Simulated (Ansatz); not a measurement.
Band structure of Al2ZnTe4 (I-4, 7 atoms in the cell).

```
CELL_PARAMETERS angstrom
     -3.06037     3.06037     6.03956
      3.06037    -3.06037     6.03956
      3.06037     3.06037    -6.03956
ATOMIC_POSITIONS crystal
  Al 0.25000 0.75000 0.50000
  Al 0.50000 0.50000 0.00000
  Zn 0.00000 0.00000 0.00000
  Te 0.62731 0.13188 0.02299
  Te 0.86812 0.89111 0.49543
  Te 0.10889 0.60432 0.97701
  Te 0.39568 0.37269 0.50457
```

Method: PBEsol, PAW files made with PBE (plane waves; Ansatz, a first-principles code).

Settings: kpoints.mp_grid.grid = 3 3 3; hamiltonian.xc = pbesol; hamiltonian.pseudopotentials = {kind: paw} (an earlier, softer set of the program's PAW files); scf.occupations.method = fixed; kpoints.band_path.npoints = 8.

The starting cell comes from a database of computed structures (which also holds hypothetical and non-ambient phases and stackings), without a prior relaxation at this level. Its lattice was rescaled by a random factor within 2.5 % of one. Spin-orbit coupling is off.

Q: Predict the gap along the standard path and the places of the band edges.

A: The gap along the path is 1.51 eV, direct at Γ to within 0.01 eV. Another conduction valley lies within 0.1 eV, so the order of the valleys is not sure.

Levels in eV from the top of the valence band on the path, bands 38 to 45:
```json
[
 {"point": "Γ", "38": "-1.66", "39": "-0.05", "40": "0.00", "41": "0.00", "42": "1.51", "43": "2.17", "44": "2.42", "45": "3.97"},
 {"point": "X", "38": "-0.96", "39": "-0.46", "40": "-0.45", "41": "-0.22", "42": "1.59", "43": "2.21", "44": "2.93", "45": "3.94"},
 {"point": "Y", "38": "-1.02", "39": "-0.66", "40": "-0.53", "41": "-0.42", "42": "1.89", "43": "2.47", "44": "3.36", "45": "3.95"},
 {"point": "S", "38": "-1.47", "39": "-1.27", "40": "-0.65", "41": "-0.39", "42": "2.27", "43": "2.97", "44": "3.06", "45": "3.25"},
 {"point": "Z", "38": "-1.30", "39": "-1.30", "40": "-0.69", "41": "-0.69", "42": "1.76", "43": "2.05", "44": "2.15", "45": "2.15"},
 {"point": "S1", "38": "-1.47", "39": "-1.27", "40": "-0.65", "41": "-0.39", "42": "2.27", "43": "2.97", "44": "3.06", "45": "3.25"},
 {"point": "N", "38": "-1.54", "39": "-1.12", "40": "-0.95", "41": "-0.42", "42": "2.97", "43": "3.09", "44": "3.27", "45": "3.59"},
 {"point": "P", "38": "-0.93", "39": "-0.87", "40": "-0.46", "41": "-0.35", "42": "2.31", "43": "2.44", "44": "2.50", "45": "3.94"},
 {"point": "Y1", "38": "-1.02", "39": "-0.66", "40": "-0.53", "41": "-0.42", "42": "1.89", "43": "2.47", "44": "3.36", "45": "3.95"}
]
```

Keys are those of Ansatz 0.2.
